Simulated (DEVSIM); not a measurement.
# illuminated Si n-on-p cell, one wavelength, with a back-surface field

Structure: illuminated Si n-on-p cell, one wavelength, with a back-surface field, at 300 K.

| layer (left to right) | material | thickness (μm) | Nd (cm⁻³) | Na (cm⁻³) | τn (s) | τp (s) | absorption coefficient (cm⁻¹) |
|---|---|---|---|---|---|---|---|
| 1 | Si | 0.170 | 6.6e17 | - | 2.7e-7 | 1.4e-6 | 53000 |
| 2 | Si | 38.0 | - | 6.9e16 | 4.3e-6 | 4.3e-6 | 53000 |
| 3 | Si | 0.160 | - | 3.2e18 | 4.3e-6 | 4.3e-6 | 53000 |

Left contact: ohmic, minority hole recombination velocity 2e6 cm/s. Right contact: ohmic, minority electron recombination velocity 8e6 cm/s. Voltage is applied to the left contact. Recombination: SRH at mid-gap, radiative, Auger. Gap narrowing is on: ΔEg = 6.92 meV × (l + √(l² + 0.5)), l = ln(N/1.3e17 cm⁻³), shared equally by both band edges. Light enters at the left, 5.5e16 photons cm⁻² s⁻¹, one pass, no reflection. Mobility is μmin + (μ − μmin)/(1 + (N/Nref)^α).

This is a model device: material constants are rounded textbook-type values typed into the input, and sizes, dopings and lifetimes were drawn at random. Values at 300 K.

```csv
parameter,Si
gap (eV),1.124
affinity (eV),4.05
permittivity,11.7
Nc (cm⁻³),2.86e19
Nv (cm⁻³),3.1e19
μn (cm²/Vs),1417
μp (cm²/Vs),470
"μn,min",52
"μp,min",45
"Nref,n",9.7e16
"Nref,p",2.2e17
αn,0.68
αp,0.72
B (cm³/s),4.7e-15
Cn (cm⁶/s),2.8e-31
Cp (cm⁶/s),9.9e-32
```

Model (solved in DEVSIM): 1D drift-diffusion, Boltzmann statistics, complete ionisation; no tunnelling, impact ionisation, image-force lowering or self-heating.

The potential step across the device at zero bias is 0.934 V, the dark forward voltage at 1 A/cm² is 0.640 V and the dark forward voltage at 100 A/cm² is 0.830 V. The short-circuit current comes out as 6.32 mA/cm², the open-circuit voltage is 0.507 V and the fill factor is 0.80. The largest power comes out as 2.56 mW/cm² and the share of generated pairs collected at short circuit is 0.717.

Small-signal capacitance in reverse bias (quasi-static):

```json
[
 {"V (V)": "0.04", "C (nF/cm²)": "78.4"},
 {"V (V)": "0.1", "C (nF/cm²)": "75.7"},
 {"V (V)": "0.2", "C (nF/cm²)": "71.9"},
 {"V (V)": "0.3", "C (nF/cm²)": "68.5"},
 {"V (V)": "0.4", "C (nF/cm²)": "65.6"},
 {"V (V)": "0.6", "C (nF/cm²)": "60.8"},
 {"V (V)": "0.8", "C (nF/cm²)": "56.9"},
 {"V (V)": "1", "C (nF/cm²)": "53.6"},
 {"V (V)": "1.3", "C (nF/cm²)": "49.6"},
 {"V (V)": "1.6", "C (nF/cm²)": "46.4"},
 {"V (V)": "2", "C (nF/cm²)": "43.0"}
]
```

Current under light (generator sign):

```
V (V)  J (mA/cm²)
-----  ----------
0.00         6.32
0.06         6.31
0.14         6.30
0.20         6.30
0.28         6.29
0.36         6.25
0.38         6.23
0.40         6.17
0.42         6.05
0.44         5.80
0.46         5.25
0.48         4.07
0.50         1.52
0.52        -3.98
```
